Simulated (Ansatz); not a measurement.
**MgS (F-43m, No. 216, 2 atoms in the cell; start mp-13032; metastable phase): band gap by level of theory**

No measured value is used here.

| level (code) | value (eV) |
|---|---|
| LDA (Ansatz) | 3.21 (direct) |
| PBEsol (Ansatz) | ? |
| r²SCAN (Ansatz) | 4.18 (direct) |
| dielectric-dependent PBEsol hybrid (Ansatz) | 5.03 (direct) |
| HSE06 (Ansatz) | ? |
| PBE0 (Ansatz) | 5.24 (direct) |
| r²SCAN0 (Ansatz) | 5.63 (direct) |

Q: Some entries are withheld; supply them.

A: 
- PBEsol (Ansatz, a quantum-chemistry and plane-wave program), value (eV): 3.32 (direct)
- HSE06 (Ansatz), value (eV): 4.56 (direct)

Computed values are for a static lattice.  Values are at the PBEsol cell. Cutoffs and k meshes differ between the levels. Ansatz's density-functional and Hartree–Fock values are scalar-relativistic unless marked +SOC, with PAW data made under PBE.

A start named mp-… is a Materials Project structure, which need not be a measured phase.
